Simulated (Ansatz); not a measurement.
InP, response to strain

Take InP in the zinc blende structure (space group F-43m, No. 216; a = 5.8784 Å) as the base.

Strains are applied to the cell and any free atomic positions relax.

The values are results of PBEsol (Ansatz, a first-principles code, PAW, no spin-orbit coupling), not measurements.

Candidates:
(a) isotropic strain −1.00 %
(b) isotropic strain −2.50 %
(c) isotropic strain −0.50 %
(d) isotropic strain +1.50 %
(e) isotropic strain −1.50 %

Notes on the quantities. energy relative to the base: free energy F.

Q: Order them by energy relative to the base, highest first.

A: (b) isotropic strain −2.50 % (+33 meV/atom), (e) isotropic strain −1.50 % (+11 meV/atom), (d) isotropic strain +1.50 % (+10 meV/atom), (a) isotropic strain −1.00 % (+4.9 meV/atom), (c) isotropic strain −0.50 % (+1.2 meV/atom)

Whether these cells are dynamically stable was not tested.
